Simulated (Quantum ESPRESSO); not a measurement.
# Parameter sweep on SrMg2 (P-6m2, 6 atoms in the cell)

```
SrMg2
1.0
    4.05211     0.00000     0.00000
   -2.02605     3.50923     0.00000
    0.00000     0.00000    14.95765
Sr Mg
2 4
Cartesian
  2.02606   1.16974   2.72349
  2.02606   1.16974  12.23416
  2.02606   1.16974   7.47882
  0.00000   0.00000   5.49036
  0.00000   0.00000   9.46729
  0.00000   0.00000   0.00000
```

Base run A: LDA (PZ), GBRV 1.5 ultrasoft (LDA) pseudopotentials (Quantum ESPRESSO), self-consistent single point.

Its settings: ecutwfc = 40 Ry; ecutrho = 200 Ry; occupations = smearing; smearing = cold; degauss = 0.0147 Ry; potentials = {Sr: sr_lda_v1.uspp.F.UPF, Mg: mg_lda_v1.4.uspp.F.UPF}; K_POINTS = automatic 7 7 2 0 0 0; conv_thr = 1e-10 Ry; mixing_beta = 0.4.

The starting cell comes from a database of computed structures (which also holds hypothetical and non-ambient phases and stackings), without a prior relaxation at this level.

Run A gave: pressure (GPa) -1.53; largest force (eV/Å) 0.121.

Runs:
- B: ecutwfc: 40 Ry → 50 Ry; ecutrho: 200 Ry → 400 Ry; pseudopotentials: {Sr: sr_lda_v1.uspp.F.UPF, Mg: mg_lda_v1.4.uspp.F.UPF} → {Sr: Sr_pbe_v1.uspp.F.UPF, Mg: mg_pbe_v1.4.uspp.F.UPF}; input_dft: default → pbesol [PBEsol]
- C: ecutwfc: 40 Ry → 50 Ry; ecutrho: 200 Ry → 400 Ry; pseudopotentials: {Sr: sr_lda_v1.uspp.F.UPF, Mg: mg_lda_v1.4.uspp.F.UPF} → {Sr: Sr_pbe_v1.uspp.F.UPF, Mg: mg_pbe_v1.4.uspp.F.UPF}; input_dft: default → blyp [BLYP]
- D: ecutwfc: 40 Ry → 50 Ry; ecutrho: 200 Ry → 400 Ry; pseudopotentials: {Sr: sr_lda_v1.uspp.F.UPF, Mg: mg_lda_v1.4.uspp.F.UPF} → {Sr: Sr_pbe_v1.uspp.F.UPF, Mg: mg_pbe_v1.4.uspp.F.UPF}; input_dft: default → wc [Wu-Cohen GGA]
- E: ecutwfc: 40 Ry → 50 Ry; ecutrho: 200 Ry → 400 Ry; pseudopotentials: {Sr: sr_lda_v1.uspp.F.UPF, Mg: mg_lda_v1.4.uspp.F.UPF} → {Sr: Sr_pbe_v1.uspp.F.UPF, Mg: mg_pbe_v1.4.uspp.F.UPF}; input_dft: default → rvv10 [rVV10]

What does run C change against A?

The pressure goes from -1.53 to 0.89 GPa and the largest force goes from 0.121 to 0.126 eV/Å.

What does run D change against A?

The pressure goes from -1.53 to -0.61 GPa and the largest force goes from 0.121 to 0.125 eV/Å.

What does run E change against A?

The pressure goes from -1.53 to -0.36 GPa and the largest force goes from 0.121 to 0.131 eV/Å.

| run | pressure (GPa) | largest force (eV/Å) |
|---|---|---|
| A | -1.53 | 0.121 |
| B | -0.68 | 0.126 |
| C | 0.89 | 0.126 |
| D | -0.61 | 0.125 |
| E | -0.36 | 0.131 |

Left out of this page: 3 runs of the series held back from this collection.
